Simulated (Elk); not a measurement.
Worked example: self-consistent single point of Cr (Im-3m, 2 atoms in the cell) in Elk.

Method: Elk with PBE, all-electron FP-LAPW, Elk's shipped species files, APW+lo basis with extra local orbitals.

The change in words: lattice scaled by 0.98. Reference geometry:
```
Cr
1.0
    2.88000     0.00000     0.00000
    0.00000     2.88000     0.00000
    0.00000     0.00000     2.88000
Cr
2
Direct
  0.00000   0.00000   0.00000
  0.50000   0.50000   0.50000
```
Moments meant for the start (each program seeds them in its own way; μB, in the order of the atoms Cr Cr): 1.5 -1.5.

Reference input (self-consistent single point, DFT, PBE, all-electron FP-LAPW, Elk's shipped species files, APW+lo basis with extra local orbitals): xctype = 20; spinpol = true; rgkmax = 7.5; stype = 0; swidth = 0.00734986 Ha; ngridk = 9 9 9; reducebf = 0.8; tforce = true; gmaxvr = 18 1/bohr; lmaxapw = 10; lmaxo = 8; nxlo = 2. This run's input differs from it in these lines:

```diff
@@ -58,5 +58,5 @@
 avec
-    2.8800000000    0.0000000000    0.0000000000
-    0.0000000000    2.8800000000    0.0000000000
-    0.0000000000    0.0000000000    2.8800000000
+    2.8224000000    0.0000000000    0.0000000000
+    0.0000000000    2.8224000000    0.0000000000
+    0.0000000000    0.0000000000    2.8224000000
```

Output, abridged:

```
│ Self-consistent loop started │
│ Loop number : 1 │
 total energy                :     -2089.66708833
 total moment                :  -0.6308685521E-17
│ Loop number : 2 │
 total energy                :     -2090.11930683
 total moment                :   0.2207682079E-16
RMS change in Kohn-Sham potential (target) :    5.768175274     (  0.1000000000E-05)
Absolute change in total energy (target)   :   0.4522184980     (  0.1000000000E-03)
│ Loop number : 3 │
 total energy                :     -2092.52769269
 total moment                :  -0.6478226264E-17
RMS change in Kohn-Sham potential (target) :    3.429590205     (  0.1000000000E-05)
   [... lines left out ...]
│ Loop number : 32 │
 total energy                :     -2101.80825336
 total moment                :   0.1045758987E-16
RMS change in Kohn-Sham potential (target) :   0.1341406307E-05 (  0.1000000000E-05)
Absolute change in total energy (target)   :   0.1306957001E-03 (  0.1000000000E-03)
│ Loop number : 33 │
 total energy                :     -2101.80821361
 total moment                :  -0.4894594075E-17
RMS change in Kohn-Sham potential (target) :   0.4985436113E-06 (  0.1000000000E-05)
Absolute change in total energy (target)   :   0.7241867297E-04 (  0.1000000000E-03)
Convergence targets achieved

│ Loop number : 34 │

Energies :
 Fermi                       :     0.449316272170
 xc effective B-field        :    -0.101988098642E-01
 external B-field            :      0.00000000000
 total energy                :     -2101.80825024
 (external B-field energy excluded from total)

Density of states at Fermi energy :    38.79760984
 (states/Hartree/unit cell)

Estimated indirect band gap :   0.3088015332E-02
 from k-point     19 to k-point      8
Estimated direct band gap   :   0.6644894443E-02
 at k-point      8

Charges :
 core                        :    20.00000000
 valence                     :    28.00000000
 interstitial                :    2.921145663
 muffin-tins (core leakage)
  species :    1 (Cr)
   atom    1                 :    22.53942717     (  0.2333351290E-09)
   [... lines left out ...]
 total moment                :   0.5793575642E-17
   [... lines left out ...]
   total force               :     0.00000000    0.00000000   -0.00000000
   total magnitude           :     0.00000000
  atom :    2
   Hellmann-Feynman          :    -0.00000000    0.00000000   -0.00000000
   IBS                       :     0.00000000    0.00000000    0.00000000
   total force               :    -0.00000000    0.00000000    0.00000000
   total magnitude           :     0.00000000
```

The run converged in 34 iterations. The count includes the last loop, which Elk runs after its targets are met. Against the reference run the total energy goes up by 11.9 meV/atom.

The starting cell has typed, rounded lattice constants, without a prior relaxation at this level. For this run, on top of that: lattice scaled by 0.98. The magnetic order is the one reached from the typed start; others were not searched systematically. Values depend on the basis (sphere radii, cutoffs, local orbitals), which need not be converged. The log's line on a gap gives a spacing of levels on this mesh, which the program prints for metals too.

Cost on one core of a shared machine: roughly 4 min.
